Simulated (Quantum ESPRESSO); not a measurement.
Pressure against volume in CsCl-type AuZn (space group 221) (Quantum ESPRESSO, PBE)

```yaml
crystal:
  lattice:
    - [3.09399, 0.00000, 0.00000]
    - [0.00000, 3.09399, 0.00000]
    - [0.00000, 0.00000, 3.09399]
  atoms:
    - { symbol: Zn, position: [0.50000, 0.50000, 0.50000] }
    - { symbol: Au, position: [0.00000, 0.00000, 0.00000] }
```

Computed with PBE, GBRV 1.5 ultrasoft (PBE) pseudopotentials (plane waves; Quantum ESPRESSO). Settings: ecutwfc = 65 Ry; ecutrho = 520 Ry; occupations = smearing; smearing = fd; degauss = 0.0036749 Ry; potentials = {Zn: zn_pbe_v1.uspp.F.UPF, Au: au_pbe_v1.uspp.F.UPF}; K_POINTS = automatic 18 18 18 0 0 0; conv_thr = 1e-10 Ry. The cell above is the first row's. The rows scale it uniformly. In all rows fractional positions and the k mesh are held.

| V (Å^3/atom) | P (GPa) |
|---|---|
| 14.809 | 12.83 |
| 15.131 | 9.06 |
| 15.453 | 5.74 |
| 15.775 | 2.82 |
| 16.097 | 0.26 |
| 16.419 | -2.00 |
| 16.741 | -3.97 |
| 17.063 | -5.68 |
| 17.385 | ? |

Taking a cubic for P over the 8 complete rows: With u = V - 15.9, the rows have u = -1.0910, -0.7690, -0.4470, -0.1250, 0.1970, 0.5190, 0.8410, 1.1630. Least squares gives P = 1.780 - 8.0851·u + 1.6582·u² - 0.1936·u³. Residuals (row less fit): 0.004, -0.006, -0.003, 0.003, 0.010, -0.003, -0.008, 0.005; standard error 0.008 (degrees of freedom: 4). The fitted pressure is zero at V0 = 16.13, where dP/dV = -7.351, so B0 = -V0·dP/dV = 119 GPa.

Problem. Predict the withheld P at V = 17.385 from the fit, and compare with the calculation.

Solution. u = 1.4850, so P = 1.780 - 8.0851 × 1.4850 + 1.6582 × 1.4850² - 0.1936 × 1.4850³ = -7.204 GPa. The calculation gives -7.18 GPa, 0.024 GPa above the prediction (0.1 % of the range of P in the table). The row lies outside the fitted rows, so this is an extrapolation. From the scatter of the fitted rows alone, a prediction at this place has a standard error of 0.022 GPa, so the miss is 1.1 times that.

Carrying the step between the two nearest rows on in a straight line would have given -7.39, off by 0.21; series whose last step already gives the withheld value aren't shown. The scan was laid around a cell of about the measured size, scaled by a guess for this functional. The runs keep the symmetry of the cell, so they don't test it for distortions. Spin-orbit coupling is off. Cutoffs and mesh are single choices, not tested for convergence of this quantity. Series with a scatter that would blur these digits, or in which a gap closes, are not shown.
